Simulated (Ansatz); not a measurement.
# Effective masses and thermopower of SrO (Fm-3m)

Here is the system:

```
SrO
1.0
    0.00000     2.56121     2.56121
    2.56121     0.00000     2.56121
    2.56121     2.56121     0.00000
Sr O
1 1
Direct
  0.00000   0.00000   0.00000
  0.50000   0.50000   0.50000
```

The numbers are results of r2SCAN, rigid bands (plane waves, PAW, scalar-relativistic; Ansatz, an electronic-structure program), not measurements. How the cell was made: cell and atoms relaxed with PBEsol.

```json
{
  "band_gap": "3.79 eV",
  "electron conductivity mass (300 K, dilute)": "0.51 mₑ",
  "hole conductivity mass (300 K, dilute)": "1.39 mₑ",
  "effective density of states N_c (300 K)": "3.3e19 cm⁻³",
  "effective density of states N_v (300 K)": "2.9e20 cm⁻³",
  "density_of_states_mass_electrons": "1.19 mₑ",
  "density_of_states_mass_holes": "5.1 mₑ",
  "Seebeck coefficient, n-type 1e19 cm⁻³, 300 K": "-320 μV/K",
  "best n-type power factor at 300 K for τ = 10 fs (best axis; densities from 1e16 to 1e21 cm⁻³ tried, whether or not they can be reached)": "10.7 μW/(cm·K²) at 1e20 cm⁻³",
  "Seebeck coefficient, p-type 1e19 cm⁻³, 300 K": "542 μV/K"
}
```

Rigid bands; masses and Seebeck coefficients take one relaxation time τ for all states and one kind of carrier; polarons and phonon drag are left out. Spin-orbit coupling is left out; where it splits the top of the valence band, N_v and the p-type Seebeck coefficient come out somewhat high without it. Geometry: cell and atoms relaxed with PBEsol.
